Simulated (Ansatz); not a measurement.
# InP: strain along the normal

InP (zinc blende, F-43m, 24.730 Å³/atom at rest) under an equal strain ε in the (111) plane with the normal axis free, as in a coherent film. LDA in Ansatz, a plane-wave DFT program (PAW, default set), 420 eV, 10×10×10 Γ-centred mesh, Fermi-Dirac smearing 0.05 eV; ions are relaxed within the symmetry of each cell.

Here s stands for strain and y for normal strain.

| strain (%) | normal strain (%) |
|---|---|
| -2.50 | ? |
| -1.25 | 0.79 |
| -0.83 | 0.52 |
| -0.42 | 0.26 |
| 0.00 | 0.00 |
| 0.42 | -0.26 |
| 0.83 | -0.50 |
| 1.25 | -0.76 |

Taking a straight line for y over the 7 complete rows: Means: s 0, y 0.007. About the means, the sum of products is -3.0025 and the sum of squares of s is 4.8556; the slope is their ratio. Least squares gives y = 0.007 - 0.6184·s. Residuals (row less fit): 0.010, 0.000, -0.007, -0.007, -0.007, 0.006, 0.006; standard error 0.008 (degrees of freedom: 5). The slope, -0.62 ± 0.00, is the elastic response of the normal axis.

### Question
Predict the withheld y at s = -2.50 from the fit, and compare with the calculation.

### Answer
y = 0.007 - 0.6184 × (-2.50) = 1.553%. The calculation gives 1.62%, 0.067% above the prediction (2.8 % of the range of y in the table). The row lies outside the fitted rows, so this is an extrapolation. From the scatter of the fitted rows alone, a prediction at this place has a standard error of 0.013%, so the miss is 5.2 times that.

One order more, fitted to all 13 runs of the series, follows each within 0.01, so the miss is the next term of a smooth law. Rows are the converged runs of the series near zero and its far end; series whose fitted rows scatter by over a few per cent of the range, as at a crossing or softening among them, aren't shown in this form. Most that stay on the fit to the last digits aren't either.
